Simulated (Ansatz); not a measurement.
For TiAs (P6₃/mmc, No. 194), LDA (Ansatz, a quantum-chemistry and plane-wave program, PAW) gives:

* **equilibrium lattice constant a**: 3.567 Å
* **lattice parameter c**: 11.855 Å
* **bulk modulus**: 138 GPa
* **cohesive energy**: 6.25 eV/atom
* **formation enthalpy**: -1.031 eV/atom

Question: What does r²SCAN (plane waves, PAW; Ansatz) give for the same quantities?

Answer: 
- lattice constant a: 3.641 Å (goes up by 2.1 %)
- lattice parameter c: 12.037 Å (increases by 1.5 %)
- bulk modulus: 126 GPa (falls by 8.7 %)
- cohesive energy: 4.84 eV/atom (decreases by 1.41 eV/atom)
- formation enthalpy: -1.067 eV/atom (moves by -0.036 eV/atom)

Changes are worked out from the printed values.

Unless a cell is named, each level is at its own relaxed cell (LDA 16.32, r²SCAN 17.28 Å³/atom).

Caveats: an element that serves as reference relaxed to a cell well above its measured volume (r²SCAN). Ansatz's density-functional and Hartree–Fock values are scalar-relativistic unless marked +SOC, with PAW data made under PBE.
